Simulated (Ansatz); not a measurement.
ZnCu: response to strain

Take ZnCu in the CsCl type structure (space group Pm-3m, No. 221; a = 2.908 Å; relaxed with 0.1 eV smearing) as the base. Axes: x, y, z lie along the cube axes.

Strains are applied to the cell and any free atomic positions relax.

Method: PBEsol, PAW, 420 eV (Ansatz, a first-principles code; no SOC).

Notes on the quantities. energy relative to the base: free energy F; pressure: mean of the normal stresses, compression positive.

| case | energy relative to the base | pressure | shortest interatomic distance |
|---|---|---|---|
| base | 0 meV/atom | 0.0 GPa | 2.519 Å |
| tensor shear ε_xy = +2.00 % | (withheld) | 0.3 GPa | 2.485 Å |
| tensor shear ε_xy = +0.57 % | +0.5 meV/atom | 0.0 GPa | (withheld) |
| tensor shear ε_xy = +0.86 % | +1.1 meV/atom | 0.1 GPa | 2.504 Å |
| tensor shear ε_xy = +1.14 % | +2.0 meV/atom | 0.1 GPa | 2.500 Å |
| tensor shear ε_xy = +0.29 % | +0.1 meV/atom | 0.0 GPa | 2.514 Å |
| tensor shear ε_xy = +1.71 % | +4.5 meV/atom | 0.2 GPa | (withheld) |
| tensor shear ε_xy = +1.43 % | +3.1 meV/atom | 0.1 GPa | 2.495 Å |

Problem. What belongs in the blanks?

Solution. 
- tensor shear ε_xy = +2.00 %, energy relative to the base: +6.1 meV/atom
- tensor shear ε_xy = +0.57 %, shortest interatomic distance: 2.509 Å
- tensor shear ε_xy = +1.71 %, shortest interatomic distance: 2.490 Å

Stability against distortions was not tested. All final runs are without spin polarisation.
